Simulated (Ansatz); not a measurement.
The starting structures come from a database of crystals and need not be the phases stable at ambient conditions.

The decay constant κ of evanescent states in the gap governs leakage through a thin film.

Here is the system:

```xyz
5
Lattice="4.5725 0.0000 0.0000 -2.2863 3.9599 0.0000 0.0000 0.0000 7.2447" Properties=species:S:1:pos:R:3 pbc="T T T"
Mg     0.0000     0.0000     0.0000
Mg     0.0000     2.6399     2.6561
Mg     2.2863     1.3200     4.5887
Sb     0.0000     2.6399     5.5920
Sb     2.2863     1.3200     1.6527
```

The cell is taken as given.

Transport runs along the normal of the first two printed cell vectors, the (001) plane of the conventional cell.

The gap is the functional's own, uncorrected, and κ follows it; spin-orbit coupling is left out. Mid-gap means the computed energy nearest the middle.

### Question
Give the band gap and the smallest decay constant κ at mid-gap that r2SCAN in Ansatz (an electronic-structure program) yields.

### Answer
Gap 0.60 eV on a 12×12×4 mesh; κ = 0.077 1/Å, at the zone centre.
